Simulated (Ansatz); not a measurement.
Amorphous cells of 8 compositions: the gap between the highest filled and lowest empty level at the zone centre, by PBE and by a single point of r2SCAN on the same geometry (PBE, scalar-relativistic without spin-orbit coupling (plane waves to 420 eV, PAW; Ansatz, an electronic-structure program); r2SCAN at 500 eV). The networks come from melt-quench runs on the CHGNet potential at compositions and starting densities chosen by hand, with anions pushed apart in the CHGNet dynamics, and DFT then relaxed them. The cells are small and were quenched far faster than real films, so single cells scatter. Defect or tail levels can set these gaps. The rows are the first to finish with both values and no moments.

```csv
cell,PBE gap x (eV),r2SCAN gap y (eV)
"A (Si24O51Mo, 2.30 g/cm3)",0.41,0.66
"B (Si24O51W, 2.43 g/cm3)",2.15,2.45
"C (Si24O51In2, 2.47 g/cm3)",3.44,4.00
"D (Si24O51Ga2, 2.36 g/cm3)",3.47,4.07
"E (Si24O50Zr, 2.34 g/cm3)",4.00,4.63
"F (Si24O51Sc2, 2.26 g/cm3)",4.33,4.93
"G (Si24O51Sb2, 2.45 g/cm3)",4.38,withheld
"H (Si24O51B2, 2.18 g/cm3)",4.99,5.69
```

Fit a straight line through the 7 full rows and predict the withheld value for G (Si24O51Sb2, 2.45 g/cm3).

Means: x = 3.256, y = 3.776. Slope = Σ(Δx Δy) / Σ(Δx²) = 15.63 / 14.12 = 1.11; the r.m.s. residual is 0.050. Prediction: 3.776 + 1.11 × (4.38 − 3.256) = 5.02. The run gave 4.94, 0.08 below the line.
